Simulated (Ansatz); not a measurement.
## Ru: transverse stress against strain

Ru (hcp, P6_3/mmc, 13.327 Å³/atom at rest, c along z) under a strain ε along c (axis z), the other axes held. PBEsol in Ansatz, a plane-wave DFT program (PAW, default set), 420 eV, 25×25×14 Γ-centred mesh, Fermi-Dirac smearing 0.10 eV; ions are relaxed within the symmetry of each cell. Stress is positive for a compressed cell.

Here s stands for strain and y for stress xx.

| strain (%) | stress xx (GPa) |
|---|---|
| -1.50 | 3.04 |
| -1.00 | 1.98 |
| -0.50 | 0.97 |
| 0.00 | 0.00 |
| 0.50 | -0.92 |
| 1.00 | -1.80 |
| 1.50 | -2.64 |
| 3.00 | ? |

Fit y of the 7 rows that show it with a straight line. Means: s 0, y 0.090. About the means, the sum of products is -13.245 and the sum of squares of s is 7.0000; the slope is their ratio. Least squares gives y = 0.090 - 1.8921·s. Residuals (row less fit): 0.112, -0.002, -0.066, -0.090, -0.064, 0.002, 0.108; standard error 0.090 (degrees of freedom: 5). The slope gives the elastic constant C13 = 189 ± 3 GPa.

What does the fit predict for y at s = 3.00, and how far is the calculated value from it?

y = 0.090 - 1.8921 × 3.0 = -5.586 GPa. The calculation gives -4.93 GPa, 0.656 GPa above the prediction (8.2 % of the range of y in the table). The row lies outside the fitted rows, so this is an extrapolation. From the scatter of the fitted rows alone, a prediction at this place has a standard error of 0.141 GPa, so the miss is 4.7 times that.

One order more, fitted to all 13 runs of the series, follows each within 0.03, so the miss is the next term of a smooth law. In a metal these values are sensitive to mesh and smearing; energies are taken to zero smearing, stresses follow the free energy. Rows are the converged runs of the series near zero and its far end; series whose fitted rows scatter by over a few per cent of the range, as at a crossing or softening among them, aren't shown in this form. Most that stay on the fit to the last digits aren't either.
